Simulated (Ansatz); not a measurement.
One-dimensional Ir body, 11 atoms a period

Computed with PBE (plane waves to 420 eV, PAW; Ansatz, a first-principles code). Mesh 1×1×8. No spin polarisation, so a magnetic state wasn't tested. Periodic along z alone, with about 11 Å of vacuum beside it. A hypothetical model. Only distortions within the start's symmetry and period were free. Pairing along the axis, which can open a gap, is among the distortions not tried. Values not marked SOC lack spin–orbit coupling. Buckling under compression is shut out by symmetry and the short period.

| Property | Result |
|---|---|
| period along the axis (11 atoms) | 8.780 Å |
| largest distance between nuclei across the axis | 2.71 Å |
| PBE gap | none (under 0.01 eV) |
| work function (PBE) | 5.09 eV |
| axial stiffness dF/dε | 86 nN |

```yaml
crystal:
  lattice:
    - [14.00000, 0.00000, 0.00000]
    - [0.00000, 14.00000, 0.00000]
    - [0.00000, 0.00000, 8.78010]
  atoms:
    - { symbol: Ir, position: [0.59586, 0.50000, 0.00000] }
    - { symbol: Ir, position: [0.43393, 0.57395, 0.09091] }
    - { symbol: Ir, position: [0.48408, 0.40315, 0.18182] }
    - { symbol: Ir, position: [0.58032, 0.55290, 0.27273] }
    - { symbol: Ir, position: [0.40413, 0.52757, 0.36364] }
    - { symbol: Ir, position: [0.53866, 0.41100, 0.45454] }
    - { symbol: Ir, position: [0.53866, 0.58900, 0.54546] }
    - { symbol: Ir, position: [0.40413, 0.47243, 0.63636] }
    - { symbol: Ir, position: [0.58032, 0.44710, 0.72727] }
    - { symbol: Ir, position: [0.48408, 0.59685, 0.81818] }
    - { symbol: Ir, position: [0.43393, 0.42605, 0.90909] }
```
